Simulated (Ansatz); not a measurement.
## Lattice constant a of diamond and zinc-blende semiconductors: r2SCAN against PBE

Ansatz (plane waves, PAW); cells keep the symmetry of their structure type. Ansatz (a first-principles code) is a plane-wave DFT program; potentials: the later of its two PAW sets. Static lattice, each level relaxed to under 0.1 GPa.

Here x stands for PBE a and y for r2SCAN less PBE.

| solid | PBE a (Å) | r2SCAN less PBE (Å) |
|---|---|---|
| AlN | 4.403 | ? |
| BAs | 4.809 | -0.025 |
| ZnS | 5.443 | -0.054 |
| GaP | 5.506 | -0.055 |
| ZnSe | 5.733 | -0.068 |
| InP | 5.959 | -0.052 |
| InAs | 6.186 | -0.078 |
| CdSe | 6.196 | -0.063 |

Question: Fit y against x with a straight line, and predict the withheld value at x = 4.403.

Answer: With u = x - 5.7, the rows have u = -0.8910, -0.2570, -0.1940, 0.0330, 0.2590, 0.4860, 0.4960. Means: u -0.0097143, y -0.0564. About the means, the sum of products is -0.041882 and the sum of squares of u is 1.4473; the slope is their ratio. Least squares gives y = -0.0567 - 0.02894·u. Residuals (row less fit): 0.0059, -0.0047, -0.0039, -0.0103, 0.0122, -0.0072, 0.0081; standard error 0.0094 (degrees of freedom: 5). The slope is -0.0289 with a standard error of 0.0078. At the withheld row, u = -1.2970, so y = -0.0567 - 0.02894 × (-1.2970) = -0.0192 Å. The calculation gives -0.033 Å, 0.0138 Å below the prediction (26.0 % of the range of y in the table). The row lies outside the fitted rows, so this is an extrapolation. From the scatter of the fitted rows alone, a prediction at this place has a standard error of 0.0143 Å, so the miss is 1.0 times that.

AlN is here a metastable form; wurtzite is the usual one. CdSe stands in this structure, whereas wurtzite is the usual form. The rows are a random draw from the solids of this series computed here; series whose standard error about the line passes 12 to 30 % of the range of y, or with no trend, aren't shown in this form.
